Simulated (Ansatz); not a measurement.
The starting structures come from a database of crystals and need not be the phases stable at ambient conditions.

 Where the default PAW files enter, the runs use the earlier of Ansatz's two default sets.

Tunnelling through a barrier is set by its complex band structure: the current falls as exp(−2κd) with the smallest κ.

Data:

```xyz
12
Lattice="6.0237 0.0000 0.0000 0.0000 6.8898 0.0000 3.0119 -3.4449 3.4449" Properties=species:S:1:pos:R:3 pbc="T T T"
Y      0.0000     0.0000     0.0000
Y      7.5297     0.0000     3.4449
P      1.5059     3.4449     0.0000
P      3.0119     0.0000     0.0000
O      3.9694     5.6865     0.0000
O      2.4634     3.4449     1.2033
O      3.9694     1.2033     0.0000
O      5.4753     0.0000     2.2416
O      0.5485     4.6482     0.0000
O      2.0544     0.0000     1.2033
O      0.5485     2.2416     0.0000
O      5.0663     3.4449     2.2416
```

Space group of this cell: I4_1/amd. The cell is taken as given; by r2SCAN its mean pressure is 0.9 GPa.

Transport runs along the normal of the first two printed cell vectors, the (100) plane of the conventional cell.

The gap is the functional's own. No spin-orbit coupling. Mid-gap values are interpolated on the energy grid.

Problem. Give the band gap and the smallest decay constant κ at mid-gap that r2SCAN in Ansatz (an electronic-structure program) yields.

Solution. Gap 6.60 eV on a 10×10×10 mesh; κ = 0.447 1/Å, at the zone centre.
